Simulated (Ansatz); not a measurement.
Ansatz (an electronic-structure program), DFT, PBE, plane waves, its default PAW files, spin-polarised: bcc Fe, 1 atom, spin-polarised from a ferromagnetic start (3 μB on Fe). Basis and mesh were picked for this test and aren't claimed converged.

```
Item                                                                       Result
---------------------------------------  ----------------------------------------
cell                                     2.48, 2.48, 2.48 Å; 109.5, 109.5, 109.5°
task                                                                 single point
k mesh                                                                   20×20×20
hamiltonian.xc                                                                pbe
kind of files                                                                 paw
scf.occupations.method                                                fermi_dirac
scf.occupations.width                                                      0.1 eV
output.forces                                                                true
magnetization.spin_polarized                                                 true
accuracy                                                         medium (default)
basis.precision                                                    auto (default)
basis.xc_grid                                                         2 (default)
scf.eigensolver.kind                                               auto (default)
scf.mixing.algorithm                                               auto (default)
scf.mixing.preconditioner                                          auto (default)
scf.convergence.dr2_threshold                                     1e-07 (default)
scf.lower_state_search                                            light (default)
k-points after symmetry (for each spin)                                       256
bands at the start                                                             14
electrons                                                                      16
plane waves at Γ                                                              225
cutoff (eV)                                                                   420
FFT grid                                                                 18×18×18
symmetry operations                                                            48
```

Hardware: Arm Neoverse V2, 96 cores on 1 socket, no SMT, 1 L3 cache group; 94 cores' worth of CPU time may be used.

Each set of copies ran two to five times on the otherwise empty node; times are medians from launch to the last exit. Processes are pinned to neighbouring cores unless said otherwise. The build: release build for Arm (Neoverse V2), one process with threads; another build can shift the numbers. Scratch files lie in a memory file system.

Ways to fill 88 cores (the node offers 329 GiB):
- 11 copies of 8 threads, --max-ram 21504MiB
- 88 threads, --max-ram 200GiB
- 8 copies of 11 threads, --max-ram 30720MiB
- 44 copies of 2 threads, --max-ram 5120MiB
- 22 copies of 4 threads, --max-ram 10240MiB
- 4 copies of 22 threads, --max-ram 61440MiB
- 2 copies of 44 threads, --max-ram 122880MiB

Question: Many such jobs are to be run on this machine. Which way of sharing its cores gives the most finished jobs an hour?

Answer: 44 copies of 2 threads, --max-ram 5120MiB: 42000 jobs an hour. At the low end 88 threads, --max-ram 200GiB gives 4100. The best is the narrowest job tried, and narrower ones have no timing here.

| way | time till all copies end | jobs an hour | memory in all, scratch files included |
|---|---|---|---|
| 44 copies of 2 threads, --max-ram 5120MiB | 3.8 s | 42000 | 5.9 GiB |
| 22 copies of 4 threads, --max-ram 10240MiB | 2.1 s | 38000 | 3.1 GiB |
| 11 copies of 8 threads, --max-ram 21504MiB | 1.4 s | 28000 | 1.7 GiB |
| 8 copies of 11 threads, --max-ram 30720MiB | 1.1 s | 25000 | 1.3 GiB |
| 4 copies of 22 threads, --max-ram 61440MiB | 0.86 s | 17000 | 0.75 GiB |
| 2 copies of 44 threads, --max-ram 122880MiB | 0.84 s | 8600 | 0.47 GiB |
| 88 threads, --max-ram 200GiB | 0.88 s | 4100 | 0.48 GiB |

Keys are those of Ansatz 0.2.
